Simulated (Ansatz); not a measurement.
**SiO2 under a change: pressure 1.8 GPa**

Start from SiO2 (space group P4_12_12, No. 92; a = 5.085 Å, c = 7.100 Å).

It is then changed as follows: a hydrostatic pressure of 1.8 GPa.

Calculations: Ansatz (a first-principles code) PBE, no spin-orbit coupling. k-mesh 5×5×4 (Γ-centred); smearing 0.05 eV (Fermi–Dirac).

The volume per atom decreases by 1.44 Å³, from 15.30 Å³ to 13.86 Å³ and the density goes up by 0.23 g/cm³ (2.17 g/cm³ → 2.40 g/cm³). The lattice parameter a decreases by 0.1444 Å to 4.940 Å and the c/a ratio falls by 0.017 to 1.379. The shortest interatomic distance stays 1.625 Å and the enthalpy H = E + PV relative to the base's energy comes out as +0.16 eV/atom. The band gap rises by 0.15 eV to 5.66 eV and the gap character is still direct at Γ. The mean gap deformation potential ΔEg/Δln V is -1.5 eV and the width of the top valence band drops by 0.10 eV, from 0.64 eV to 0.54 eV. The electron mass becomes 0.52 mₑ (at Γ) (base: 0.54 mₑ (at Γ)) and the hole mass becomes 1.8 mₑ along c, 2.1 mₑ across (at Γ) (base: 1.6 mₑ along c, 1.9 mₑ across (at Γ)). The valence-band top at Γ (three highest levels, from the VBM) becomes 0.00, -0.40, -0.40 eV (base: 0.00, -0.25, -0.25 eV).

Final structure:

```
SiO2
1.0
    4.94013     0.00000     0.00000
    0.00000     4.94013     0.00000
    0.00000     0.00000     6.81360
Si O
4 8
Direct
  0.30971   0.30971   0.00000
  0.80971   0.19029   0.75000
  0.19029   0.80971   0.25000
  0.69029   0.69029   0.50000
  0.23476   0.12487   0.18983
  0.73476   0.37513   0.56017
  0.26524   0.62487   0.06017
  0.76524   0.87513   0.68983
  0.87513   0.76524   0.31017
  0.37513   0.73476   0.43983
  0.62487   0.26524   0.93983
  0.12487   0.23476   0.81017
```

Load acts through the strain it causes; cell and atoms are relaxed under it. Masses are band curvatures over ±0.01 Å⁻¹ around the edge. Whether these cells are dynamically stable was not tested.
